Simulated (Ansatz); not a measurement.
The starting structures come from a database of crystals and need not be the phases stable at ambient conditions.

Consider the following.

```
BaTe3
1.0
    9.23896     0.00000     0.00000
    2.17841     8.97847     0.00000
    2.17841     1.71307     3.52791
Ba Te
2 6
Direct
  0.50000   0.50000   0.00000
  0.00000   0.00000   0.00000
  0.30056   0.19944   0.99254
  0.19944   0.69944   0.60858
  0.69944   0.80056   0.99254
  0.80056   0.30056   0.40634
  0.50000   0.00000   0.62814
  0.00000   0.50000   0.37186
```

Space group of this cell: P-42_1m. The cell is taken as given.

Transport runs along the normal of the first two printed cell vectors, the (111) plane of the conventional cell.

No gap correction and no spin-orbit coupling; mid-gap values are interpolated between computed energies.

Question: Compute, with r2SCAN run with Ansatz (a program for electronic structure), the band gap and the smallest decay constant κ at mid-gap.

Answer: Gap 1.16 eV on a 8×8×8 mesh; κ = 0.164 1/Å, at (0.250, 0.000) of the in-plane reciprocal vectors. At the zone centre, at the nearest computed energy, the slowest state has κ = 0.18 1/Å.
